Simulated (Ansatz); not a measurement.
AlB2-type ZrB2, treated with BLYP (Ansatz, a quantum-chemistry and plane-wave program, plane waves, PAW).

Numerical settings: plane-wave cutoff 520 eV, 18×18×16 k mesh (along the axes of the cell as run), Fermi–Dirac smearing 0.05 eV, scalar-relativistic PAW data made under PBE.

Starting structure:

```yaml
crystal:
  lattice:
    - [3.17000, 0.00000, 0.00000]
    - [-1.58500, 2.74530, 0.00000]
    - [0.00000, 0.00000, 3.53000]
  atoms:
    - { symbol: Zr, position: [0.00000, 0.00000, 0.00000] }
    - { symbol: B, position: [0.66667, 0.33333, 0.50000] }
    - { symbol: B, position: [0.33333, 0.66667, 0.50000] }
```

Task: Into what structure does the relaxation of cell and atoms lead at this level, with the symmetry of the start kept?

Result: The volume grows by 3.3 %; final space group P6/mmm.
```yaml
crystal:
  lattice:
    - [3.18586, 0.00000, 0.00000]
    - [-1.59293, 2.75904, 0.00000]
    - [0.00000, 0.00000, 3.61107]
  atoms:
    - { symbol: Zr, position: [0.00000, 0.00000, 0.00000] }
    - { symbol: B, position: [0.66667, 0.33333, 0.50000] }
    - { symbol: B, position: [0.33333, 0.66667, 0.50000] }
```
